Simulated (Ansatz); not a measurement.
## A computed series for SnO2: alloy series

Take SnO2 in the rutile structure (space group P4_2/mnm, No. 136; a = 4.7686 Å, c = 3.2113 Å) as the base.

The other end (x = 1) is SnS$_{2}$ in the rutile structure (space group P4_2/mnm, No. 136; a hypothetical phase, not in the database extracts checked): 23.26 Å³/atom, gap zero; this end may not be an ambient phase.

S replaces a fraction x of O; each row is one arrangement (x, atoms in the cell, starting space group or random), fully relaxed.

Calculations: PBEsol (Ansatz, an electronic-structure program, PAW, without spin-orbit coupling), earlier PAW set.

**Question.** Only one of these keeps a band gap. Which?
A) x(S) = 0.625, 12 atoms, Pm
B) x(S) = 0.25, 12 atoms, Pmn2_1
C) x(S) = 0.25, 12 atoms, Pm

**Answer.** A, x(S) = 0.625, 12 atoms, Pm. Computed: x(S) = 0.625, 12 atoms, Pm: 0.64 eV; x(S) = 0.25, 12 atoms, Pmn2_1: zero; x(S) = 0.25, 12 atoms, Pm: zero

Each cell is one ordered arrangement of few atoms, which overstates ordering effects compared with a random alloy. No phonon test of stability was made. The base started in Pnnm and relaxed to P4_2/mnm at this level. All final runs are without spin polarisation. Under x(S) = 0.625, 12 atoms, Pm the cell changed shape so far that it is another structure. The zero or small gap of SnS2 and Sn2SO3 can change with the level of theory.
